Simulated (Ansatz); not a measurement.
Effect of Te → Se on PbTe

Start from PbTe in the rock salt structure (space group Fm-3m, No. 225; a = 6.5353 Å).

It is then changed as follows: full substitution Te → Se, then cell and atoms are relaxed.

Computed with r2SCAN (Ansatz, a quantum-chemistry and plane-wave program; PAW; 500 eV plane waves; no spin-orbit coupling), earlier PAW set. k-mesh 9×9×9 (Γ-centred); smearing 0.05 eV (Fermi–Dirac).

The volume per atom drops by 5.42 Å³ (34.89 Å³ → 29.47 Å³) and the density goes up by 0.09 g/cm³, from 7.97 g/cm³ to 8.06 g/cm³. The lattice parameter a decreases by 0.676 bohr, from 12.350 bohr to 11.674 bohr and the shortest interatomic distance shrinks by 0.338 bohr (6.175 bohr → 5.837 bohr). The band gap decreases by 0.424 eV to 0.67 eV and the gap character remains direct at L. The width of the top valence band goes up by 0.43 eV (2.76 eV → 3.19 eV) and the electron mass becomes 0.19 mₑ along k, 0.14 mₑ across (at L) (base: 0.34 mₑ along k, 0.12 mₑ across (at L)).

Final structure:

```
CELL_PARAMETERS angstrom
      0.00000     3.08885     3.08885
      3.08885     0.00000     3.08885
      3.08885     3.08885     0.00000
ATOMIC_POSITIONS crystal
  Se 0.00000 0.00000 0.00000
  Pb 0.50000 0.50000 0.50000
```

Spin-orbit coupling, missing from the scalar runs, can matter with Pb and Te. Effective masses come from finite differences of ±0.01 Å⁻¹. Along k means along the line from Γ to the band edge. Stability against distortions was not tested.
